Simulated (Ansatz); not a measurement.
Start from Pb in the fcc (Cu type) structure (space group Fm-3m, No. 225; relaxed with 0.1 eV smearing).

```
CELL_PARAMETERS angstrom
      0.00000     2.46707     2.46707
      2.46707     0.00000     2.46707
      2.46707     2.46707     0.00000
ATOMIC_POSITIONS crystal
  Pb 0.00000 0.00000 0.00000
```

Cartesian axes are those of the cell as printed.

The values are results of PBEsol, PAW, 420 eV (Ansatz, an electronic-structure program; scalar-relativistic without spin-orbit coupling), not measurements.

Now apply this change: tensile biaxial strain of 1.17 % in the plane normal to [111], as in epitaxy on a mismatched substrate; the out-of-plane cell vector and the atoms relax.

Problem. Estimate the effect on the ratio −ε⊥/ε∥ and energy relative to the base.

Solution. The ratio −ε⊥/ε∥ amounts to 0.92; the energy goes up by 1.9 meV/atom.

Whether these cells are dynamically stable was not tested.
